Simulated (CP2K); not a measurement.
**Worked example: self-consistent single point of Pb (Im-3m, 1 atom in the cell) in CP2K**

Level of theory: PBEsol, GPW, DZVP-MOLOPT-SR-GTH basis, GTH-PBE potentials (GTH_POTENTIALS) in CP2K.

The input file:

```
&GLOBAL
  PROJECT bulk
  RUN_TYPE ENERGY_FORCE
  PRINT_LEVEL MEDIUM
&END GLOBAL
&FORCE_EVAL
  METHOD Quickstep
  STRESS_TENSOR ANALYTICAL
  &DFT
    BASIS_SET_FILE_NAME BASIS_MOLOPT
    POTENTIAL_FILE_NAME GTH_POTENTIALS
    &QS
      METHOD GPW
      EPS_DEFAULT 1E-10
    &END QS
    &MGRID
      CUTOFF 400
      REL_CUTOFF 50
      NGRIDS 4
    &END MGRID
    &SCF
      SCF_GUESS ATOMIC
      EPS_SCF 1E-7
      MAX_SCF 100
      ADDED_MOS 4
      &DIAGONALIZATION
        ALGORITHM STANDARD
      &END DIAGONALIZATION
      &MIXING
        METHOD BROYDEN_MIXING
        ALPHA 0.3
        NBUFFER 12
        BETA 1
      &END MIXING
      &SMEAR ON
        METHOD FERMI_DIRAC
        ELECTRONIC_TEMPERATURE [K] 1160.45
      &END SMEAR
    &END SCF
    &KPOINTS
      SCHEME MONKHORST-PACK 15 15 15
    &END KPOINTS
    &XC
      &XC_FUNCTIONAL
        &PBE
          PARAMETRIZATION PBESOL
        &END PBE
      &END XC_FUNCTIONAL
    &END XC
    &PRINT
      &MO
        EIGENVALUES T
        OCCUPATION_NUMBERS T
        NDIGITS 8
        FILENAME mo
        &EACH
          QS_SCF 0
        &END EACH
        ADD_LAST NUMERIC
      &END MO
      &MULLIKEN ON
      &END MULLIKEN
    &END PRINT
  &END DFT
  &SUBSYS
    &CELL
      A 3.42887200 0.00000000 0.00000000
      B -1.14295700 3.23277100 0.00000000
      C -1.14295700 -1.61638600 2.79966200
      PERIODIC XYZ
    &END CELL
    &COORD
      SCALED
      Pb       0.00000000     0.00000000     0.00000000
    &END COORD
    &KIND Pb
      BASIS_SET DZVP-MOLOPT-SR-GTH-q4
      POTENTIAL GTH-PBE-q4
    &END KIND
  &END SUBSYS
  &PRINT
    &FORCES ON
    &END FORCES
    &STRESS_TENSOR ON
    &END STRESS_TENSOR
  &END PRINT
&END FORCE_EVAL
```

Output (repeated stretches shortened):

```
 GLOBAL| Method name                                                        CP2K
 GLOBAL| Project name                                                       bulk
 GLOBAL| Run type                                                   ENERGY_FORCE

 CELL| Volume [angstrom^3]:                                            31.033576
 CELL| Vector a [angstrom]:       3.429     0.000     0.000   |a| =     3.428872
 CELL| Vector b [angstrom]:      -1.143     3.233     0.000   |b| =     3.428871
 CELL| Vector c [angstrom]:      -1.143    -1.616     2.800   |c| =     3.428872
 CELL| Angle (b,c), alpha [degree]:                                   109.471229
 CELL| Angle (a,c), beta  [degree]:                                   109.471216
 CELL| Angle (a,b), gamma [degree]:                                   109.471218
 CELL| Numerically orthorhombic:                                              NO
 CELL| Periodicity                                                           XYZ

 DFT| Spin restricted Kohn-Sham (RKS) calculation                            RKS
 DFT| Multiplicity                                                             1
 DFT| Number of spin states                                                    1
 DFT| Charge                                                                   0
 DFT| XC density smoothing                                                  NONE
 DFT| XC derivatives                                                          PW

 QS| Method:                                                                 GPW
 QS| Density plane wave grid type                        NON-SPHERICAL FULLSPACE
 QS| Number of grid levels:                                                    4
 QS| Density cutoff [a.u.]:                                                200.0
 QS| Multi grid cutoff [a.u.]: 1) grid level                               200.0
   [... lines left out ...]
 BRILLOUIN| Wavefunction type                                            COMPLEX
 BRILLOUIN| List of Kpoints [2 Pi/Bohr]                                     1688
 BRILLOUIN| Number           Weight            X              Y              Z
 BRILLOUIN|     1           0.00059       -0.46667       -0.46667       -0.46667
 BRILLOUIN|     2           0.00059       -0.46667       -0.46667       -0.40000
 BRILLOUIN|     3           0.00059       -0.46667       -0.46667       -0.33333
   [... 1685 lines left out ...]
 *******************************************************************************

 Extrapolation method: initial_guess

 Re-scaling the density matrix to get the right number of electrons
                  # Electrons              Trace(P)               Scaling factor
                            4                 4.000                        1.000

 Number of electrons:                                                          4
 Number of occupied orbitals:                                                  2
 Number of molecular orbitals:                                                 6

 Number of orbital functions:                                                 13
 Number of independent orbital functions:                                     13
 SCF WAVEFUNCTION OPTIMIZATION

  Step     Update method      Time    Convergence         Total energy    Change
     1 NoMix/Diag. 0.30E+00      -     0.23520877        -3.6023816433 -3.60E+00
     2 Broy./Diag. 0.30E+00      -     0.00241535        -3.6120539890 -9.67E-03
     3 Broy./Diag. 0.30E+00      -     0.01041535        -3.5750102661  3.70E-02
     4 Broy./Diag. 0.30E+00      -     0.00035461        -3.5703059239  4.70E-03
     5 Broy./Diag. 0.30E+00      -     0.00032443        -3.5680755571  2.23E-03
     6 Broy./Diag. 0.30E+00      -     0.00001392        -3.5679473351  1.28E-04
     7 Broy./Diag. 0.30E+00      -     0.00002195        -3.5679286001  1.87E-05
     8 Broy./Diag. 0.30E+00      -     0.00000043        -3.5679271980  1.40E-06
     9 Broy./Diag. 0.30E+00      -     0.00000091        -3.5679276322 -4.34E-07
    10 Broy./Diag. 0.30E+00      -     6.5156E-09        -3.5679276701 -3.79E-08
  *** SCF run converged in    10 steps ***

  Electronic density on regular grids:         -4.0000000000        0.0000000000
  Core density on regular grids:                3.9999999980       -0.0000000020
  Total charge density on r-space grids:       -0.0000000019
  Total charge density g-space grids:          -0.0000000019

  Overlap energy of the core charge distribution:               0.00000000000116
  Self energy of the core charge distribution:                 -7.30933873422194
  Core Hamiltonian energy:                                      1.45925842550739
  Hartree energy:                                               3.27865481810383
  Exchange-correlation energy:                                 -0.99575620405817
  Electronic entropic energy:                                  -0.00074597545402
  Fermi energy:                                                 0.15687720044981

  Total energy:                                                -3.56792767012380
  Total energy (extrapolated to T->0):                         -3.56755468239679

                     Mulliken Population Analysis

 #  Atom  Element  Kind  Atomic population                           Net charge
       1     Pb       1          4.000000                              0.000000
 # Total charge                              4.000000                  0.000000

 ENERGY| Total FORCE_EVAL ( QS ) energy [hartree]             -3.567927689257095

 FORCES| Atomic forces [hartree/bohr]
 FORCES|   Atom     x               y               z               |f|
 FORCES|      1  4.82836642E-16 -4.61222084E-16  1.14188807E-15   1.32278698E-15
 FORCES| Sum     4.82836642E-16 -4.61222084E-16  1.14188807E-15
 FORCES| Total atomic force                                       1.32278698E-15

 STRESS| Analytical stress tensor [bar]
 STRESS|                        x                   y                   z
 STRESS|      x        6.70745226752E+03  -2.28888001630E-01  -3.16676857795E-01
 STRESS|      y       -2.28888001630E-01   6.70698532700E+03  -5.25562579530E-01
 STRESS|      z       -3.16676857795E-01  -5.25562579530E-01   6.70635104790E+03
 STRESS| 1/3 Trace                                             6.70692954747E+03
```

The run converged in 10 iterations.

The starting cell comes from a database of computed structures (which also holds hypothetical and non-ambient phases and stackings), without a prior relaxation at this level. Values carry the incompleteness of an atom-centred basis. The potentials were made for another functional than the one used.
